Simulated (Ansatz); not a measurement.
**Pressure series in TiC**

Start from TiC in the rock salt structure (space group Fm-3m, No. 225; a = 4.328 Å).

Cell and atoms are relaxed at each pressure.

Method: Ansatz (an electronic-structure program), r2SCAN, PAW, cutoff 500 eV, spin-orbit coupling left out.

```json
[
 {"P (GPa)": "-2.00", "V (Å³/atom)": "10.211"},
 {"P (GPa)": "-1.00", "V (Å³/atom)": "10.172"},
 {"P (GPa)": "1.80", "V (Å³/atom)": "10.064"},
 {"P (GPa)": "4.20", "V (Å³/atom)": "9.977"},
 {"P (GPa)": "9.00", "V (Å³/atom)": "9.812"},
 {"P (GPa)": "18.01", "V (Å³/atom)": "9.535"},
 {"P (GPa)": "30.00", "V (Å³/atom)": "9.216"},
 {"P (GPa)": "44.98", "V (Å³/atom)": "8.878"},
 {"P (GPa)": "59.99", "V (Å³/atom)": "8.589"}
]
```

Task: Fit a third-order Birch–Murnaghan equation of state.

Result: Least squares on P(V) = (3B₀/2)[(V₀/V)^(7/3) − (V₀/V)^(5/3)]·[1 + (3/4)(B₀′ − 4)((V₀/V)^(2/3) − 1)] gives V₀ = 10.13 Å³/atom, B₀ = 263 GPa and B₀′ = 3.9.

Load acts through the strain it causes; cell and atoms are relaxed under it. Stability against distortions was not tested. Competing high-pressure phases were not computed. The final runs are not spin-polarised.
